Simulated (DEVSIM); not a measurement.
Structure: Schottky contact on p-type GaAs, at 400 K.

| layer (left to right) | material | thickness (μm) | Na (cm⁻³) | τn (s) | τp (s) |
|---|---|---|---|---|---|
| 1 | GaAs | 1.60 | 1.8e17 | 1.6e-8 | 1.6e-8 |
| 2 | GaAs | 46.0 | 2e18 | 1.6e-8 | 1.6e-8 |

Left contact: Schottky, work function 4.964 eV, emission velocity 4.3e6 cm/s. Right contact: ohmic. Voltage is applied to the left contact. Recombination: SRH at mid-gap. Mobility is constant in doping. Where it depends on doping, it is μmin + (μ − μmin)/(1 + (N/Nref)^α).

This is a model device: material constants are rounded textbook-type values typed into the input, and sizes, dopings and lifetimes were drawn at random. Values at 300 K; Nc and Nv go as T^1.5, mobilities as T to minus their exponent, the gap by Varshni's rule with the affinity fixed. The table also holds parameters that only a changed run uses.

| parameter | GaAs |
|---|---|
| gap (eV) | 1.424 |
| affinity (eV) | 4.07 |
| permittivity | 12.9 |
| Nc (cm⁻³) | 4.7e17 |
| Nv (cm⁻³) | 9e18 |
| μn (cm²/Vs) | 8500 |
| μp (cm²/Vs) | 400 |
| μn,min | 500 |
| μp,min | 20 |
| Nref,n | 6e16 |
| Nref,p | 1.5e17 |
| αn | 0.39 |
| αp | 0.38 |
| T exponent of μn | 2.1 |
| T exponent of μp | 2.2 |
| Cn (cm⁶/s) | 1e-30 |
| Cp (cm⁶/s) | 1e-30 |
| Varshni α (eV/K) | 0.000541 |
| Varshni β (K) | 204 |

DEVSIM, 1D drift-diffusion, Boltzmann statistics, complete ionisation; no tunnelling, impact ionisation, image-force lowering or self-heating. Metal contacts follow the ideal Schottky-Mott rule: no Fermi-level pinning, no interface dipoles.

Base results: dark forward voltage at 100 A/cm² (V) 0.107.

Task: What follows from this one change: doping Na of layer 1 1.8e+17 → 5.4e+16 cm^-3?

Result: dark forward voltage at 100 A/cm² 0.107 → 0.121 V.

Task: What follows from this one change: doping-dependent mobility in place of the constant one?

Result: dark forward voltage at 100 A/cm² 0.107 → 0.129 V.
